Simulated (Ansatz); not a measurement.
**InP, pressure series**

Take InP in the zinc blende structure (space group F-43m, No. 216; a = 5.907 Å) as the base.

Cell and atoms are relaxed at each pressure.

All numbers come from r2SCAN in Ansatz (plane waves to 500 eV, PAW, no spin-orbit coupling).

For the base:

Band gap: 1.03 eV

Question: The aim is a band gap between 1.48 eV and 1.62 eV. Which of these changes reaches it?
A. pressure 30 GPa
B. pressure 100 GPa
C. pressure 3 GPa
D. pressure −2 GPa

Answer: A, pressure 30 GPa. It gives 1.54 eV; pressure 100 GPa gives 0.82 eV; pressure −2 GPa gives 0.84 eV; pressure 3 GPa gives 1.26 eV. Changes not listed may reach it too

Load acts through the strain it causes; cell and atoms are relaxed under it. Stability against distortions was not tested. Measured, InP leaves this structure (for rock salt) near 9.8 GPa (temperature not stated; as listed in Datta, Sujoy, Jana, Debnarayan, arXiv (2020)).

Ansatz is a quantum-chemistry and plane-wave program.
